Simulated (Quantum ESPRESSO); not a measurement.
Quantum ESPRESSO is run on Mg14CuBi (P-6m2, 16 atoms in the cell), and the run fails. The aim is a self-consistent single point with DFT, PBEsol, plane waves, SSSP 1.1.2 efficiency (PBE) pseudopotentials.

Input as run:

```fortran
&CONTROL
 calculation = 'scf',
 prefix = 'Mg14CuBi',
 outdir = './tmp/',
 pseudo_dir = './',
 verbosity = 'high',
 tprnfor = .true.,
 tstress = .true.,
/
&SYSTEM
 ibrav = 4,
 celldm(1) = 11.9323734235,
 celldm(3) = 1.644987418442,
 nat = 16,
 ntyp = 3,
 ecutwfc = 50,
 ecutrho = 400,
 occupations = 'smearing',
 smearing = 'fd',
 degauss = 0.0073499,
 input_dft = 'pbesol',
/
&ELECTRONS
 conv_thr = 1.0d-9,
 mixing_beta = 0.5,
/
ATOMIC_SPECIES
Mg    24.3050  Mg.pbe-n-kjpaw_psl.0.3.0.UPF
Cu    63.5460  Cu_pbe_v1.2.uspp.F.UPF
Bi   208.9804  Bi_pbe_v1.uspp.F.UPF
ATOMIC_POSITIONS {crystal}
Mg    0.9949500000    0.4974750000    0.0000000000
Mg    0.5025250000    0.0050500000    0.0000000000
Mg    0.5025250000    0.4974750000    0.0000000000
Mg    0.0006100000    0.5003050000    0.5000000000
Mg    0.4996950000    0.9993900000    0.5000000000
Mg    0.4996950000    0.5003050000    0.5000000000
Mg    0.1654600000    0.8345400000    0.2313500000
Mg    0.6690800000    0.8345400000    0.7686500000
Mg    0.1654600000    0.3309200000    0.2313500000
Mg    0.1654600000    0.8345400000    0.7686500000
Mg    0.6690800000    0.8345400000    0.2313500000
Mg    0.1654600000    0.3309200000    0.7686500000
Mg    0.6666666667    0.3333333333    0.2487000000
Mg    0.6666666667    0.3333333333    0.7513000000
Cu    0.0000000000    0.0000000000    0.0000000000
Bi1    0.0000000000    0.0000000000    0.5000000000
K_POINTS {automatic}
6 6 3  0 0 0
```

Output, abridged:

```
     This program is part of the open-source Quantum ESPRESSO suite
     for quantum simulation of materials; please cite

 %%%%%%%%%%%%%%%%%%%%%%%%%%%%%%%%%%%%%%%%%%%%%%%%%%%%%%%%%%%%%%%%%%%%%%%%%%%%%%
     Error in routine read_cards (16):
     species Bi1 in ATOMIC_POSITIONS is nonexistent
 %%%%%%%%%%%%%%%%%%%%%%%%%%%%%%%%%%%%%%%%%%%%%%%%%%%%%%%%%%%%%%%%%%%%%%%%%%%%%%

     stopping ...
```

Q: Read the log: what does the program object to, and what is the fix?

A: The fault is an atom label that is not in the list of species. Labels in the positions must match the species card. To fix it, correct the label. The program stopped before any SCF iteration.

An input that runs soundly differs in these lines (not the only fix; some lines may just follow from the change or write a value another way):
```diff
-Bi1    0.0000000000    0.0000000000    0.5000000000
+Bi    0.0000000000    0.0000000000    0.5000000000
```

With that input, the run converged in 14 iterations: free energy E − TS -14241.5889 eV; Fermi level (on the code's own zero) 4.82 eV; pressure -1.02 GPa; largest force (vector length) 0.123 eV/Å (DFT, PBEsol, plane waves, SSSP 1.1.2 efficiency (PBE) pseudopotentials).

On the sound input: the starting cell comes from a database of computed structures (which also holds hypothetical and non-ambient phases and stackings), without a prior relaxation at this level. Spin polarisation is off.
